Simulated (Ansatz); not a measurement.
Consider Hf (space group P6/mmm, No. 191; a = 4.9191 Å, c = 3.0612 Å; a cell from a computed database, its experimental status unchecked).

One thing is altered: a negative pressure, −1 GPa.

Levels (all Ansatz, an electronic-structure program, PAW): PBEsol (420 eV, no spin-orbit coupling); PBEsol+SOC (420 eV, noncollinear with spin-orbit coupling).

The geometry is relaxed with PBEsol.

* **PBEsol pressure**: -1.0 GPa

Task: Predict the pressure from PBEsol+SOC.

Result: The pressure decreases by 0.3 GPa to -1.3 GPa.

Single points use the geometry relaxed with PBEsol. Differences between runs with and without spin-orbit coupling are approximate. Load acts through the strain it causes; cell and atoms are relaxed under it. No phonon test of stability was made. The runs without spin-orbit coupling are not spin-polarised. This is not the structure that Hf has at room temperature and ambient pressure.
